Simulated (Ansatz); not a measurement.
Ansatz (an electronic-structure program) run on Zn2SeS (Pmm2, 4 atoms in the cell): self-consistent single point.

Method: PBEsol, default PAW files made with PBE (plane waves; Ansatz).

```xyz
4
Lattice="3.9210 0.0000 0.0000 0.0000 3.9210 0.0000 0.0000 0.0000 5.5387" Properties=species:S:1:pos:R:3 pbc="T T T"
Zn     1.9605     0.0000     4.2763
Zn     0.0000     1.9605     1.3123
Se     0.0000     0.0000     2.7693
S      1.9605     1.9605     0.0000
```

Reference input (self-consistent single point, DFT, PBEsol, plane waves, default PAW files made with PBE): basis.ecutwfc = 420 eV; kpoints.mp_grid.grid = 5 5 4; hamiltonian.xc = pbesol; hamiltonian.pseudopotentials = {kind: paw} (the program's default PAW files); scf.occupations.method = fixed. This run's input differs from it in these lines:

Ansatz 0.2 input:
```diff
@@ -11,3 +11,3 @@
 basis:
-  ecutwfc: 420.0
+  ecutwfc: 735.0
 kpoints:
```

Log, with long lists cut:

```
SCF iter   1: F=—  HF=-12873.836271 eV  |F-HF|=—  |Δ(HF+E_count)|=         —  Δρ=4.57e-3  dr2=2.18e-2  ethr=1.77e-3  ⟨swp⟩=5.0  Hψ=3509  notcnv=0  defer=77
all-band conjugate gradients solve this SCF's bands
preconditioner: auto → Resta (q_TF=auto, 2.462 Å⁻¹)
SCF iter   2: F=—  HF=-12873.829760 eV  |F-HF|=—  |Δ(HF+E_count)|=   6.51e-3  Δρ=1.64e-3  dr2=4.23e-3  ethr=4.73e-5  ⟨swp⟩=3.0  Hψ=1497  notcnv=0  defer=81
   [... lines left out ...]
SCF iter   5: F=—  HF=-12873.828779 eV  |F-HF|=—  |Δ(HF+E_count)|=   6.11e-5  Δρ=1.03e-4  dr2=1.14e-5  ethr=3.42e-7  ⟨swp⟩=2.0  Hψ=1216  notcnv=0  defer=81
SCF iter   6: F=—  HF=-12873.828800 eV  |F-HF|=—  |Δ(HF+E_count)|=   2.13e-5  Δρ=5.82e-5  dr2=2.19e-6  ethr=2.48e-8  ⟨swp⟩=2.0  Hψ=1211  notcnv=0  defer=27
SCF iter   7: F=—  HF=-12873.828801 eV  |F-HF|=—  |Δ(HF+E_count)|=   1.13e-6  Δρ=4.26e-5  dr2=9.42e-7  ethr=4.77e-9  ⟨swp⟩=3.0  Hψ=1625  notcnv=0  defer=27
SCF iter   8: F=-12873.828801 eV  HF=-12873.828801 eV  |F-HF|=2.94e-8  |Δ(HF+E_count)|=   2.94e-7  Δρ=1.03e-5  dr2=7.01e-8  ethr=2.17e-10  ⟨swp⟩=9.8  Hψ=4970  notcnv=0
SCF 1 converged in 8 iterations: F = -12873.828801 eV  dr2 = 7.01e-8
Free energy (F): -12873.828801 eV
Internal energy: -12873.828801 eV  (E = F + TS)
E sigma→0 (E₀):  -12873.828801 eV
Fermi energy:    6.262528 eV
--- Forces (eV/Å), atoms counted from 1 ---
  atom   1  Zn     0.00000000     0.00000000    -0.36850217
  atom   2  Zn     0.00000000     0.00000000     0.10172368
  atom   3  Se     0.00000000     0.00000000     0.13620119
  atom   4  S      0.00000000     0.00000000     0.13057016
--- Stress (GPa, compression-positive) ---
       -2.166811       0.000000       0.000000
        0.000000      -1.251251       0.000000
        0.000000       0.000000      -1.900453
  P = ⅓ Tr σ = -1.7728 GPa (-17.728 kbar)
  The stress holds the Pulay correction. Without it, at fixed plane waves, as pw.x and ABINIT print it: P = -1.7735 GPa
```

The run converged in 8 iterations. Against the reference run the free energy falls by 1.5 meV/atom, the pressure stays at -1.77 GPa, the largest force stays at 0.369 eV/Å and the gap on the mesh moves little (1.378 to 1.379 eV).

The starting cell comes from a database of computed structures (which also holds hypothetical and non-ambient phases and stackings), without a prior relaxation at this level. Its lattice was rescaled by up to half a per cent. One atom was moved a little off its site on purpose. Ansatz's pressure includes its estimate of the finite-basis (Pulay) stress.
